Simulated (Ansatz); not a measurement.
The parent structure is LiNbO3 (space group R3c, No. 161; a = 5.1899 Å, c = 14.0164 Å (hexagonal axes)).

(Cell as relaxed with PBE.)

Levels (all Ansatz, a quantum-chemistry and plane-wave program, PAW, earlier PAW set): PBE (420 eV, scalar-relativistic without spin-orbit coupling); r2SCAN (500 eV, no spin-orbit coupling).

Each level relaxes its own structure.

```tsv
base	PBE	r2SCAN
volume per atom	10.90 Å³	10.58 Å³
lattice parameter a	5.190 Å	5.137 Å
```

Now apply this change: Hf takes the place of Li on all its sites; the structure is relaxed again.

```json
[
 {"quantity": "c/a ratio", "PBE": "2.938", "r2SCAN": "?"},
 {"quantity": "shortest interatomic distance", "PBE": "2.138 Å", "r2SCAN": "?"}
]
```

Question: Given the PBE results, estimate those of r2SCAN.

Answer: 
- c/a ratio, r2SCAN: 2.878
- shortest interatomic distance, r2SCAN: 2.115 Å

PBE's c/a ratio lies 0.060 above r2SCAN's; PBE's shortest interatomic distance lies 0.023 Å above r2SCAN's (1.1 %). Neither level is exact; r2SCAN is the comparison here, not a measurement.

A trial with spin polarisation found a lower state for one case, which could not be relaxed; the values given are those without spin. Stability against distortions was not tested. As relaxed here, HfNbO3 is a hypothetical phase, not in the database extracts checked. No Hubbard U is applied, and correlation can decide whether such a compound is a metal. The final runs are not spin-polarised.
